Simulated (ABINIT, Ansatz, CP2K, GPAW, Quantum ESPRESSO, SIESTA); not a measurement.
# One structure in several programs: SnTe (Fm-3m, 2 atoms in the cell)

Self-consistent single point.

```yaml
crystal:
  lattice:
    - [0.00000, 3.09364, 3.09364]
    - [3.09364, 0.00000, 3.09364]
    - [3.09364, 3.09364, 0.00000]
  atoms:
    - { symbol: Sn, position: [0.00000, 0.00000, 0.00000] }
    - { symbol: Te, position: [0.50000, 0.50000, 0.50000] }
```

All programs got the same cell, k-point mesh and kind of occupations (in Ansatz's words: kpoints.mp_grid.grid = 5 5 5; scf.occupations.method = fermi_dirac; scf.occupations.width = 0.01 eV); potentials, basis and cutoffs are each program's usual ones.

| code | model | pressure (GPa) | k-points | cutoff |
|---|---|---|---|---|
| ABINIT | PBE, norm-conserving pseudopotentials (PseudoDojo nc-sr-05 PBE standard) | 5.16 | 10 | 1116 eV |
| GPAW | PBE, GPAW PAW datasets PBE (gpaw-data 1.0.1) | 4.91 | 10 | 600 eV |
| CP2K | PBE, GPW, DZVP-MOLOPT-SR-GTH basis, GTH-PBE potentials (GTH_POTENTIALS) | 6.32 | 63 | grid 400 Ry |
| SIESTA | GGA PBE, numerical atomic orbitals DZP, PseudoDojo PBE standard norm-conserving potentials (rewritten from UPF to PSML) | 6.56 | 63 | grid 300 Ry |
| Ansatz | PBE, default PAW files | 5.22 | 10 | 420 eV |
| Quantum ESPRESSO | PBE, SSSP 1.1.2 precision (PBE) pseudopotentials | 4.99 | 10 | 50 Ry |

The spread over the programs that give each value: pressure within 1.65 GPa.

The starting cell has typed, rounded lattice constants, without a prior relaxation at this level. Its lattice was rescaled by a random factor within 2.5 % of one. On Ansatz's run: Spin-orbit coupling is off. In the base run, with a pressure of about 5 GPa the cell is away from its equilibrium volume at this level. A gap is left out here, as mesh or smearing make it unsure.

Question: Why do the programs differ, and what cannot be compared?

Answer: Differences of this kind can come from the potentials, where these differ, and from what each basis and cutoff leave unconverged. The valence holds different numbers of electrons (ABINIT 30, GPAW 20, CP2K 10, SIESTA 30, Ansatz (a quantum-chemistry and plane-wave program) 30, Quantum ESPRESSO 20). The zero of total energies and Fermi levels follows the potentials and each program's conventions, so they are not compared here. CP2K and SIESTA use small atom-centred bases, whose incompleteness enters pressures, forces and empty levels differently from a plane-wave cutoff. Ansatz's pressure is given at a fixed set of plane waves, as the other plane-wave codes print theirs; with its correction for the finite basis it is 5.25 GPa. The programs reduce the same mesh by symmetry to different extents, which changes the work and not the result. In the pressure, CP2K (by 1.25) and SIESTA (by 1.48) lie more than 1 GPa from the median of the plane-wave programs.

This mesh misses zone-boundary points where a band edge of such crystals can lie, so no gaps are given.

Left out of this page: Elk and FLEUR (not drawn, or without a comparable value).

Keys are those of Ansatz 0.2.
